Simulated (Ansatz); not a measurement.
## Eu: thickness series

Take Eu in the bcc (W type) structure (space group Im-3m, No. 229; ferromagnetic) as the base.

```
Eu
1.0
   -2.22359     2.22359     2.22359
    2.22359    -2.22359     2.22359
    2.22359     2.22359    -2.22359
Eu
1
Direct
  0.00000   0.00000   0.00000
```

Cartesian axes are those of the cell as printed.

Free-standing slabs (1 atom(s) a layer) normal to [110] with 15 Å of vacuum; in-plane cell held at bulk.

Computed with r2SCAN (Ansatz, an electronic-structure program; PAW; 500 eV plane waves; spin-orbit coupling left out).

Candidates:
(a) 4 layers
(b) 3 layers
(c) 6 layers

Before the change:

```
Quantity                        Result
-----------------------------  -------
Shortest interatomic distance  3.851 Å
```

Question: Order them by shortest interatomic distance, highest first.

Answer: (b) 3 layers (3.803 Å), (c) 6 layers (3.774 Å), (a) 4 layers (3.763 Å)

The magnetic state is the one reached from the starting moments; the real material's order can differ, and small cells can't hold many antiferromagnetic ones. The state of the 4f shell was not checked for lower solutions. Stability against distortions was not tested.
